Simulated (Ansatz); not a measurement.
The reference is C in the diamond structure (space group Fd-3m, No. 227; a = 3.532 Å). Axes: x, y, z lie along the cube axes.

The change: a pure shear with ε_xy = ε_yx = 0.0171; the atoms relax in the strained cell.

The values are results of LDA in Ansatz (plane waves to 420 eV, PAW, no SOC), not measurements.

**Question.** Give the band edges at the high-symmetry points of the new zone, measured from its valence-band maximum.

**Answer.** 
```csv
point,valence edge (eV),conduction edge (eV)
Γ,0.00,5.07
X,-6.17,4.01
F₂,-5.83,5.08
Σ₀,-5.83,5.08
Y₀,-5.33,6.23
U₀,-5.33,6.23
R,-3.09,8.10
W,-8.69,10.50
S,-2.78,8.23
T,-6.55,4.71
```

The gap is 3.95 eV, indirect, Γ → Γ–X (75 % along).

No phonon test of stability was made. Labels are those of the standard path for the cell's own space group.

Ansatz is a first-principles code.
